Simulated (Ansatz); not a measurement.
The reference is Cs$_{3}$AuS in the anti-perovskite structure (space group Pm-3m, No. 221; a = 6.542 Å; a hypothetical phase, not in the database extracts checked).

Levels (all Ansatz, a quantum-chemistry and plane-wave program, PAW): PBEsol (420 eV, no spin-orbit coupling); r2SCAN (500 eV, without spin-orbit coupling); HSE06 (420 eV, scalar-relativistic without spin-orbit coupling).

One geometry, relaxed with PBEsol, under each level:

| level | band gap | lowest conduction level above the VBM at special points | pressure |
|---|---|---|---|
| PBEsol | 1.03 eV | X 1.03 eV; M 1.73 eV; R 2.48 eV; Γ 2.68 eV | 0.00 GPa |
| r2SCAN | 1.26 eV | X 1.26 eV; M 1.93 eV; R 2.65 eV; Γ 2.92 eV | 0.44 GPa |
| HSE06 | [?] | [?] | – |

### Question
Give the withheld HSE06 results.

### Answer

- HSE06, band gap: 1.80 eV
- HSE06, lowest conduction level above the VBM at special points: X 1.80 eV; M 2.51 eV; R 3.27 eV; Γ 3.49 eV

Single points use the geometry relaxed with PBEsol. Their cutoffs differ, which shifts pressures a little. HSE06 was sampled on its mesh, a few special points and the semilocal edge points, so its gap is an upper bound. With Au present, leaving out spin-orbit coupling can change the band edges. Whether these cells are dynamically stable was not tested.
